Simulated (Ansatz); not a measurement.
The starting structures come from a database of crystals and need not be the phases stable at ambient conditions.

 Where the default PAW files enter, the runs use the earlier of Ansatz's two default sets.

The decay constant κ of evanescent states in the gap governs leakage through a thin film.

```
CELL_PARAMETERS angstrom
      4.20055     0.00000     0.00000
     -2.10028     3.63779     0.00000
      2.10028     1.21260     3.42974
ATOMIC_POSITIONS crystal
  Ca 0.00000 0.00000 0.00000
  Se 0.00000 0.50000 0.50000
```

Space group of this cell: Fm-3m, rock salt. The cell is taken as given.

Transport runs along the normal of the first two printed cell vectors, the (111) plane of the conventional cell.

The gap is the functional's own, uncorrected, and κ follows it; spin-orbit coupling is left out. Mid-gap values are interpolated between the computed energies.

**Question.** Estimate the band gap and the smallest decay constant κ at mid-gap that r2SCAN (Ansatz, a quantum-chemistry and plane-wave program) returns for this system.

**Answer.** Gap 2.52 eV on a 10×10×10 mesh; κ = 0.217 1/Å, at the zone centre.
